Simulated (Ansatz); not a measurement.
**KCl: isotropic strain −2.50 %**

Start from KCl in the rock salt structure (space group Fm-3m, No. 225; a = 6.381 Å).

Perturbation: the cell is scaled by 0.9750 in all directions; the atoms relax in the strained cell.

Level of theory: PBE/PAW in Ansatz (a first-principles code), spin-orbit coupling left out. Γ-centred 9×9×9 mesh, Fermi–Dirac width 0.05 eV.

The volume per atom decreases by 2.376 Å³ (32.48 Å³ → 30.11 Å³) and the energy increases by 10 meV/atom. The pressure goes from zero to 1.48 GPa and the band gap grows by 0.26 eV (5.05 eV → 5.31 eV). The gap character is still direct at Γ and the mean gap deformation potential ΔEg/Δln V amounts to -3.4 eV. The width of the top valence band increases by 0.04 eV, from 0.45 eV to 0.49 eV and the electron mass goes from 0.45 mₑ (at Γ) to 0.44 mₑ (at Γ). The valley order (the lowest conduction-band minima on the path, energy above the VBM, named in the base's zone) changes from Γ 5.05 eV; X along ⟨100⟩ 6.56 eV to Γ 5.31 eV; X along ⟨100⟩ 6.50 eV.

Final structure:

```
KCl
1.0
    0.00000     3.11095     3.11095
    3.11095     0.00000     3.11095
    3.11095     3.11095     0.00000
K Cl
1 1
Direct
  0.00000   0.00000   0.00000
  0.50000   0.50000   0.50000
```

Masses are band curvatures over ±0.01 Å⁻¹ around the edge. No phonon test of stability was made.
